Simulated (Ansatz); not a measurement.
Input:

```yaml
crystal:
  lattice:
    - [5.68849, 0.00000, 0.00000]
    - [0.00000, 5.68849, 0.00000]
    - [0.00000, 0.00000, 4.11452]
  atoms:
    - { symbol: N, position: [0.00000, 0.00000, 0.00000] }
    - { symbol: P, position: [0.50000, 0.50000, 0.00000] }
    - { symbol: Cu, position: [0.00000, 0.00000, 0.50000] }
    - { symbol: Cu, position: [0.50000, 0.50000, 0.50000] }
    - { symbol: Cu, position: [0.76774, 0.23226, 0.00000] }
    - { symbol: Cu, position: [0.23226, 0.76774, 0.00000] }
    - { symbol: Cu, position: [0.76774, 0.76774, 0.00000] }
    - { symbol: Cu, position: [0.23226, 0.23226, 0.00000] }
```

No spin polarisation.

Method: PBEsol (Ansatz, a first-principles code; PAW; 420 eV plane waves; scalar-relativistic without spin-orbit coupling). k-mesh 6×6×8 (Γ-centred); smearing 0.05 eV (Fermi–Dirac).

Question: Predict the band gap and gap character.

Answer: The band gap comes out as 0.42 eV. The gap character (in this cell's own zone, which can be folded) is indirect, Z → A.

These are small ordered cells, not random alloys; other orderings at the same x differ. Whether these cells are dynamically stable was not tested. All final runs are without spin polarisation. The cell was made from Cu3N by this change: x(P) = 0.5, 8 atoms, P4/mmm.
